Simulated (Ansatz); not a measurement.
Mg$_{3}$Sb$_{2}$ (space group P-3m1, No. 164)

```cif
data_Mg3Sb2
_chemical_formula_sum 'Sb2 Mg3'
_space_group_name_H-M_alt 'P 1'
_space_group_IT_number 1
_cell_length_a 4.56691
_cell_length_b 4.56691
_cell_length_c 7.24702
_cell_angle_alpha 90.000
_cell_angle_beta 90.000
_cell_angle_gamma 120.000
loop_
_space_group_symop_operation_xyz
  'x, y, z'
loop_
_atom_site_label
_atom_site_type_symbol
_atom_site_fract_x
_atom_site_fract_y
_atom_site_fract_z
_atom_site_occupancy
Sb1 Sb 0.33333 0.66667 0.22875 1
Sb2 Sb 0.66667 0.33333 0.77125 1
Mg1 Mg 0.00000 0.00000 0.00000 1
Mg2 Mg 0.33333 0.66667 0.63354 1
Mg3 Mg 0.66667 0.33333 0.36646 1
```

All numbers come from r2SCAN, PAW, 500 eV (Ansatz, a first-principles code; no SOC). k-mesh 12×12×7 (Γ-centred); smearing 0.05 eV (Fermi–Dirac).

| Property | Value |
|---|---|
| Volume per atom | 26.18 Å³ |
| Density | 4.01 g/cm³ |
| Band gap | 0.61 eV, indirect, Γ → K |
| Electron mass | 0.21 mₑ along c, 0.36 mₑ across |
| Hole mass | 0.085 mₑ along c, 1.1 mₑ across |
| Total energy | -3755.990 eV/atom (σ→0; compares only within this code and set-up) |

With Sb present, leaving out spin-orbit coupling can change the band edges. Effective masses come from finite differences of ±0.01 Å⁻¹. No phonon test of stability was made.
